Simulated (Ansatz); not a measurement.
System: KP15 (P-1, No. 2, 32 atoms in the cell; start mp-1211471). Method: HSE06 (Ansatz, a program for electronic structure, plane waves, PAW).

Run with plane-wave cutoff 460 eV, 4×2×2 k mesh (along the axes of the cell as run), Fermi–Dirac smearing 0.01 eV, scalar-relativistic PAW data made under PBE.

Cell (relaxed with PBE-D3(BJ)):

```
CELL_PARAMETERS angstrom
      6.97023    -0.18844    -0.06751
      2.76214     8.54972    -0.03746
      2.24209    -0.78681    11.39246
ATOMIC_POSITIONS crystal
  K  0.21428 0.79225 0.99751
  K  0.78572 0.20775 0.00249
  P  0.02715 0.57507 0.18306
  P  0.97285 0.42493 0.81694
  P  0.27923 0.11349 0.81605
  P  0.72077 0.88651 0.18395
  P  0.09988 0.22553 0.68608
  P  0.90012 0.77447 0.31392
  P  0.33248 0.30524 0.55474
  P  0.66752 0.69476 0.44526
  P  0.21830 0.42376 0.28986
  P  0.78170 0.57624 0.71014
  P  0.00959 0.65127 0.57854
  P  0.99041 0.34873 0.42146
  P  0.51576 0.73375 0.18661
  P  0.48424 0.26625 0.81339
  P  0.31675 0.01836 0.42278
  P  0.68325 0.98164 0.57722
  P  0.30852 0.54170 0.62280
  P  0.69148 0.45830 0.37720
  P  0.02489 0.10596 0.35950
  P  0.97511 0.89404 0.64050
  P  0.75076 0.49497 0.18637
  P  0.24924 0.50503 0.81363
  P  0.61820 0.23138 0.62268
  P  0.38180 0.76862 0.37732
  P  0.54065 0.09897 0.29233
  P  0.45935 0.90103 0.70767
  P  0.11461 0.10127 0.17154
  P  0.88539 0.89873 0.82846
  P  0.34929 0.21432 0.16596
  P  0.65071 0.78568 0.83404
```

Task: Give the computed band gap, smallest direct gap on the k points sampled and direct gap at Γ.

Result: 
- band gap = 1.66 eV (indirect)
- smallest direct gap on the k points sampled = 1.94 eV
- direct gap at Γ = 2.23 eV

Note: cell and atoms aren't relaxed at this level (largest force component 0.39 eV/Å, pressure 0.6 GPa).

Computing time: very roughly 80 core-minutes.

A start named mp-… is a Materials Project structure, which need not be a measured phase.
